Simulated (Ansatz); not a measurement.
Consider Pt in the fcc (Cu type) structure (space group Fm-3m, No. 225; a = 3.9415 Å; relaxed with 0.1 eV smearing).

Computed with r2SCAN, PAW, 500 eV (Ansatz, a first-principles code; scalar-relativistic without spin-orbit coupling), earlier PAW set.

For the base:

The pressure is 0.0 GPa and the band gap comes out as zero.

Perturbation: the cell is scaled by 0.9721 in all directions; the atoms relax in the strained cell.

### Question
What happens to the pressure, energy relative to the base and band gap?

### Answer
The pressure goes from zero to 28.8 GPa; the energy goes up by 102 meV/atom; the band gap stays zero.

Whether these cells are dynamically stable was not tested. The final runs are not spin-polarised.
